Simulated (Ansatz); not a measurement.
Start from Zr in the hcp (Mg type) structure (space group P6_3/mmc, No. 194; relaxed with 0.1 eV smearing).

```
Zr
1.0
    3.14377     0.00000     0.00000
   -1.57189     2.72259     0.00000
    0.00000     0.00000     5.09284
Zr
2
Direct
  0.66667   0.33333   0.75000
  0.33333   0.66667   0.25000
```

Cartesian axes are those of the cell as printed.

Method: DFT with LDA, PAW potentials and a 420 eV plane-wave cutoff in Ansatz (a first-principles code), no spin-orbit coupling.

It is then changed as follows: the cell is compressed by 2.00 % along z with no lateral relaxation, atoms relaxed at fixed cell.

Q: Predict the new stress and energy relative to the base.

A: The stress (xx, yy, zz, yz, xz, xy; compression positive) is (1.7, 1.7, 3.7, 0.0, 0.0, 0.0) GPa; the energy grows by 5.0 meV/atom.

The cells carry an imposed strain or load. Stability against distortions was not tested. All final runs are without spin polarisation.
